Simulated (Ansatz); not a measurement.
Si: band gap against strain

Si (diamond, Fd-3m, 20.172 Å³/atom at rest) under an equal strain ε in the (111) plane with the normal axis free, as in a coherent film. r2SCAN in Ansatz, a plane-wave DFT program (PAW, default set), 500 eV, 10×10×10 Γ-centred mesh, Fermi-Dirac smearing 0.05 eV; ions are relaxed within the symmetry of each cell. Gaps are the smallest over the k-mesh and a band path, without spin-orbit coupling; in all rows the valence edge lies at Γ and the conduction edge at about 1.0 Å⁻¹ from Γ.

Here s stands for strain and Eg for gap.

| strain (%) | gap (eV) |
|---|---|
| -2.50 | ? |
| -1.25 | 0.66 |
| -0.83 | 0.71 |
| -0.42 | 0.74 |
| 0.00 | 0.78 |

Fit Eg of the 4 rows that show it with a straight line. Means: s -0.62500, Eg 0.723. About the means, the sum of products is 0.081150 and the sum of squares of s is 0.86530; the slope is their ratio. Least squares gives Eg = 0.781 + 0.0938·s. Residuals (row less fit): -0.004, 0.007, -0.002, -0.001; standard error 0.006 (degrees of freedom: 2). Over these rows the gap moves by 9.4 ± 0.6 eV per unit strain.

Q: Predict the withheld Eg at s = -2.50 from the fit, and compare with the calculation.

A: Eg = 0.781 + 0.0938 × (-2.50) = 0.546 eV. The calculation gives 0.51 eV, 0.036 eV below the prediction (13.3 % of the range of Eg in the table). The row lies outside the fitted rows, so this is an extrapolation. The fitted rows scatter only by rounding.

One order more, fitted to all 7 runs of the series, follows each within 0.01, so the miss is the next term of a smooth law. Rows are the converged runs of the series near zero and its far end; series whose fitted rows scatter by over a few per cent of the range, as at a crossing or softening among them, aren't shown in this form. Most that stay on the fit to the last digits aren't either.
